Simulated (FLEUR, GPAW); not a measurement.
A GPAW input for a self-consistent single point of Na2S (Fm-3m, 3 atoms in the cell) (DFT PBE, plane waves, GPAW PAW datasets PBE (gpaw-data 1.0.1)):

```python
from ase import Atoms
from ase.units import GPa
from gpaw import GPAW

atoms = Atoms(['Na', 'Na', 'S'],
              cell=[[0.000000, 3.184172, 3.184172],
                    [3.184172, 0.000000, 3.184172],
                    [3.184172, 3.184172, 0.000000]],
              scaled_positions=[[0.250000, 0.250000, 0.250000],
                                [0.750000, 0.750000, 0.750000],
                                [0.000000, 0.000000, 0.000000]],
              pbc=True)

calc = GPAW(mode={'name': 'pw', 'ecut': 850},
            xc='PBE',
            kpts=(5, 5, 5),
            occupations={'name': 'fixed-uniform'},
            nbands=-6,
            convergence={'density': 1e-05, 'bands': -4},
            symmetry={'symmorphic': False, 'tolerance': 0.0005},
            maxiter=150)

atoms.calc = calc

energy = atoms.get_potential_energy()
print('Energy (eV):', round(energy, 6))
forces = atoms.get_forces()
print('Forces (eV/Ang):')
print(forces.round(5))
stress = atoms.get_stress()
print('Stress (GPa, Voigt):', (stress / GPa).round(4))
```

**Question.** Give the FLEUR input for the same structure, mesh, smearing and functional.

**Answer.** One input that does it (others would too):

Input of the input generator:

```
Na2S FLAPW
&input film=f /
0.0000000000 6.0172130137 6.0172130137
6.0172130137 0.0000000000 6.0172130137
6.0172130137 6.0172130137 0.0000000000
1.0
1.0 1.0 1.0

3
11 0.2500000000 0.2500000000 0.2500000000
11 0.7500000000 0.7500000000 0.7500000000
16 0.0000000000 0.0000000000 0.0000000000

&comp jspins=1 /
&kpt div1=5 div2=5 div3=5 /
&end /
```

```xml
<?xml version="1.0" encoding="UTF-8" standalone="no"?>
<fleurInput fleurInputVersion="0.39">
   <comment>
      Na2S FLAPW                                                                                          
   </comment>
   <calculationSetup>
      <cutoffs Kmax="4.1" Gmax="14.3" GmaxXC="14.3" numbands="0"/>
      <scfLoop itmax="80" minDistance="0.00001" maxIterBroyd="40" imix="Anderson" alpha="0.05" precondParam="0.0" spinf="2.0"/>
      <coreElectrons ctail="T" frcor="F" kcrel="0" coretail_lmax="0"/>
      <xcFunctional name="pbe" relativisticCorrections="F"/>
      <magnetism jspins="1"/>
      <soc l_soc="F" theta="0.0" phi="0.0" spav="F"/>
      <expertModes spex="0" secvar="F"/>
      <geometryOptimization l_f="T" forcealpha="1.0" forcemix="BFGS" epsdisp="0.00001" epsforce="0.00001"/>
      <ldaU l_linMix="F" mixParam="0.05" spinf="1.0"/>
   </calculationSetup>
   <cell>
      <bzIntegration valenceElectrons="24.0" mode="hist" fermiSmearingEnergy="0.0001">
         <kPointListSelection listName="default-1"/>
         <!-- k-points included here -->
         <xi:include xmlns:xi="http://www.w3.org/2001/XInclude" href="kpts.xml"> </xi:include>
      </bzIntegration>
      <!-- symmetry operations included here -->
      <xi:include xmlns:xi="http://www.w3.org/2001/XInclude" href="sym.xml"> </xi:include>
      <bulkLattice scale="1.0">
         <bravaisMatrix>
            <row-1>    0.0000000000000000     6.0172130137000002     6.0172130137000002</row-1>
            <row-2>    6.0172130137000002     0.0000000000000000     6.0172130137000002</row-2>
            <row-3>    6.0172130137000002     6.0172130137000002     0.0000000000000000</row-3>
         </bravaisMatrix>
      </bulkLattice>
   </cell>
   <atomSpecies>
      <species name="Sodium (Na)" element="Na" atomicNumber="11">
         <mtSphere radius="2.48" gridPoints="857" logIncrement="0.013"/>
         <atomicCutoffs lmax="10" lnonsphr="8"/>
         <electronConfig flipSpins="F">
            <coreConfig>(1s1/2)</coreConfig>
            <valenceConfig>(2s1/2) (2p1/2) (2p3/2) (3s1/2)</valenceConfig>
            <stateOccupation state="(3s1/2)" spinUp="0.5" spinDown="0.5"/>
         </electronConfig>
         <energyParameters s="3" p="3" d="3" f="4"/>
         <lo type="SCLO" l="0" n="2" eDeriv="0"/>
         <lo type="SCLO" l="1" n="2" eDeriv="0"/>
      </species>
      <species name="Sulfur (S)" element="S" atomicNumber="16">
         <mtSphere radius="2.48" gridPoints="857" logIncrement="0.014"/>
         <atomicCutoffs lmax="10" lnonsphr="8"/>
         <electronConfig flipSpins="F">
            <coreConfig>(1s1/2) (2s1/2) (2p1/2) (2p3/2)</coreConfig>
            <valenceConfig>(3s1/2) (3p1/2) (3p3/2)</valenceConfig>
            <stateOccupation state="(3p1/2)" spinUp="0.6666666666667" spinDown="0.6666666666667"/>
            <stateOccupation state="(3p3/2)" spinUp="1.3333333333333" spinDown="1.3333333333333"/>
         </electronConfig>
         <energyParameters s="3" p="3" d="3" f="4"/>
      </species>
   </atomSpecies>
   <atomGroups>
      <atomGroup species="Sodium (Na)">
         <relPos label="                   1">1.000/4.000 1.000/4.000 1.000/4.000</relPos>
         <relPos label="                   2">-1.000/4.000 -1.000/4.000 -1.000/4.000</relPos>
         <force calculate="T" relaxXYZ="TTT"/>
      </atomGroup>
      <atomGroup species="Sulfur (S)">
         <relPos label="                   3">.0000000000 .0000000000 .0000000000</relPos>
         <force calculate="T" relaxXYZ="TTT"/>
      </atomGroup>
   </atomGroups>
   <output dos="F" band="F" slice="F">
      <checks vchk="F" cdinf="F"/>
      <bandDOS minEnergy="-.5*Htr" maxEnergy="0.5*Htr" sigma="0.015" storeEVData="T"/>
      <vacuumDOS vacdos="F" integ="F" star="F" nstars="0" locx1="0.0" locy1="0.0" locx2="0.0" locy2="0.0" nstm="0" tworkf="0.0"/>
      <unfoldingBand unfoldBand="F" supercellX="1" supercellY="1" supercellZ="1"/>
      <plotting iplot="0" polar="F">
         <plot TwoD="T" vec1="  1.0  0.0  0.0" vec2="  0.0  1.0  0.0" vec3="  0.0  0.0  1.0" zero="  0.0  0.0  0.0" file="plot"/>
      </plotting>
      <chargeDensitySlicing numkpt="0" minEigenval="0.0" maxEigenval="0.0" nnne="0" pallst="F"/>
      <specialOutput eonly="F"/>
      <magneticCircularDichroism mcd="F" energyLo="-10.0" energyUp="0.0"/>
   </output>
  <!-- We include the file relax.xml here to enable relaxations (see documentation) -->
  <xi:include xmlns:xi="http://www.w3.org/2001/XInclude" href="relax.xml"> <xi:fallback/> </xi:include>
</fleurInput>
```

Basis, cutoffs, solver keys and any potentials are the target program's own. This input uses DFT, PBE, all-electron FLAPW (FLEUR), scalar-relativistic valence. Both were run: gap on the mesh 2.773 eV in GPAW and 2.792 in FLEUR.

On GPAW: the starting cell comes from a database of computed structures (which also holds hypothetical and non-ambient phases and stackings), without a prior relaxation at this level. For this run, on top of that: lattice scaled by 0.98. With a pressure of about 3 GPa the cell is away from its equilibrium volume at this level.

On FLEUR: the starting cell comes from a database of computed structures (which also holds hypothetical and non-ambient phases and stackings), without a prior relaxation at this level. For this run, on top of that: lattice scaled by 0.98. Values depend on the basis (sphere radii, cutoffs, local orbitals), which need not be converged.
